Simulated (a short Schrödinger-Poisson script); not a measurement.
**Gated Al0.2Ga0.8N/GaN polarisation-induced gas**

System: gated Al0.2Ga0.8N/GaN polarisation-induced gas, at 150 K.

```csv
layer,material,thickness (nm),Na (cm⁻³)
1,Al0.2Ga0.8N,10,-
2,GaN,6000,1e15
```

Constants are typed, rounded textbook-type inputs, not results; the design itself was drawn at random and stands for no fabricated device. Al0.2Ga0.8N: permittivity 9.38, conduction-band edge (eV) 0.262, gap (eV) 3.804, electron mass (mₑ) 0.224, Nv at 300 K (cm⁻³) 4.6e19. GaN: permittivity 9.5, conduction-band edge (eV) 0, gap (eV) 3.43, Nv at 300 K (cm⁻³) 4.6e19.

Channel valleys (confinement mass, in-plane density-of-states mass, number): Γ 0.2, 0.2, 1. At the gate the conduction-band edge of layer 1 lies 1.1 eV − eVg above the Fermi level of the channel; the field vanishes at the back. Sheet of polarisation charge: +9.4e12 e/cm² at 10 nm from the gate. The barrier under the gate holds no holes. Gaps are held at their typed values at every temperature. Mesh 0.08 nm at interfaces.

Solved with a short Schrödinger-Poisson script written for these runs: 1D Poisson equation in equilibrium, electrons quantum, Hartree plus LDA exchange-correlation (BenDaniel-Duke, 40 states a valley, the channel's in-plane mass for all, wave functions free to enter the barrier), parabolic valleys, classical holes, full ionisation, no traps, pinning or gate leakage.

```tsv
Vg (V)	electrons (cm⁻²)	in the channel layer	C (μF/cm²)	Γ E0 (meV)	Γ E1 (meV)
0.5	6.42e12	5.84e12	0.766	-72.9	15.2
0.4	5.94e12	5.45e12	0.761	-67.6	17.0
0.3	5.47e12	5.06e12	0.756	-62.3	18.9
0.2	5.00e12	4.66e12	0.751	-57.0	20.8
0.1	4.53e12	4.26e12	0.746	-51.7	22.6
0	4.07e12	3.85e12	0.741	-46.3	24.5
-0.1	3.61e12	3.44e12	0.736	-40.8	26.3
-0.2	3.15e12	3.02e12	0.729	-35.3	28.1
-0.3	2.70e12	2.60e12	0.722	-29.6	29.9
-0.4	2.25e12	2.18e12	0.714	-23.8	31.8
-0.5	1.81e12	1.76e12	0.703	-17.6	33.7
-0.6	1.37e12	1.35e12	0.688	-10.9	35.9
-0.7	9.50e11	9.37e11	0.666	-3.1	38.7
-0.8	5.46e11	5.40e11	0.627	6.9	43.0
-0.9	1.81e11	1.80e11	0.521	23.8	53.3
-1	1.67e9	1.66e9	0.0262	86.1	109.9
```

Gate voltages with under 1e6 electrons/cm² are left out.

Subbands count from the Fermi level.
